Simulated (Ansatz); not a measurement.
The starting structures come from a database of crystals and need not be the phases stable at ambient conditions.

By PBEsol, the system below comes out a metal.

A figure of merit of an interconnect metal is its ballistic conductance per area.

Here is the system:

```
InSb
1.0
    4.39772     0.00000     0.00000
   -0.19717     4.39329     0.00000
    0.00000     0.00000    18.01655
In Sb
6 6
Direct
  0.92033   0.07967   0.25000
  0.07967   0.92033   0.75000
  0.58616   0.41384   0.41023
  0.41384   0.58616   0.58977
  0.41384   0.58616   0.91023
  0.58616   0.41384   0.08977
  0.42276   0.57724   0.25000
  0.57724   0.42276   0.75000
  0.08124   0.91876   0.42393
  0.91876   0.08124   0.57607
  0.91876   0.08124   0.92393
  0.08124   0.91876   0.07607
```

Space group of this cell: Cmcm. The cell is taken as given; by PBEsol its mean pressure is -2.7 GPa.

The current flows along the normal of the first two printed cell vectors. No spin-orbit coupling; the value is a mean over 0.1 eV about the Fermi level.

Give the ballistic conductance per area that PBEsol (Ansatz, a program for electronic structure) yields.

0.26 × 10¹⁵ S/m² for both spins.
